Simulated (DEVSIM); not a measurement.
Device: Schottky contact on n-type GaP, at 300 K.

```
layer (left to right)  material  thickness (μm)  Nd (cm⁻³)  τn (s)  τp (s)
---------------------  --------  --------------  ---------  ------  ------
1                           GaP           0.400     1.6e14  1.4e-6  1.4e-6
```

Left contact: Schottky, work function 5.22 eV, emission velocity 3.3e6 cm/s. Right contact: ohmic. Voltage is applied to the left contact. Recombination: SRH at mid-gap. Mobility is constant in doping.

Constants are typed, rounded textbook-type inputs, not results; the design itself was drawn at random and stands for no fabricated device. Values at 300 K.

```tsv
parameter	GaP
gap (eV)	2.26
affinity (eV)	3.8
permittivity	11.1
Nc (cm⁻³)	1.8e19
Nv (cm⁻³)	1.9e19
μn (cm²/Vs)	250
μp (cm²/Vs)	150
```

Model (solved in DEVSIM): 1D drift-diffusion, Boltzmann statistics, complete ionisation; no tunnelling, impact ionisation, image-force lowering or self-heating. Metal contacts follow the ideal Schottky-Mott rule: no Fermi-level pinning, no interface dipoles.

### Question
Give the dark forward current.

### Answer

```json
[
 {"V (V)": "0.20", "J (A/cm²)": "1.9e-14"},
 {"V (V)": "0.30", "J (A/cm²)": "8.9e-13"},
 {"V (V)": "0.40", "J (A/cm²)": "4.1e-11"},
 {"V (V)": "0.50", "J (A/cm²)": "1.8e-9"},
 {"V (V)": "0.60", "J (A/cm²)": "8.1e-8"},
 {"V (V)": "0.65", "J (A/cm²)": "5.3e-7"},
 {"V (V)": "0.75", "J (A/cm²)": "2.2e-5"},
 {"V (V)": "0.85", "J (A/cm²)": "0.00089"},
 {"V (V)": "0.95", "J (A/cm²)": "0.031"},
 {"V (V)": "1.05", "J (A/cm²)": "0.77"},
 {"V (V)": "1.15", "J (A/cm²)": "7.2"},
 {"V (V)": "1.25", "J (A/cm²)": "21"},
 {"V (V)": "1.35", "J (A/cm²)": "37"},
 {"V (V)": "1.45", "J (A/cm²)": "53"},
 {"V (V)": "1.55", "J (A/cm²)": "69"},
 {"V (V)": "1.60", "J (A/cm²)": "77"},
 {"V (V)": "1.70", "J (A/cm²)": "93"},
 {"V (V)": "1.80", "J (A/cm²)": "110"},
 {"V (V)": "1.90", "J (A/cm²)": "130"},
 {"V (V)": "2.00", "J (A/cm²)": "140"}
]
```
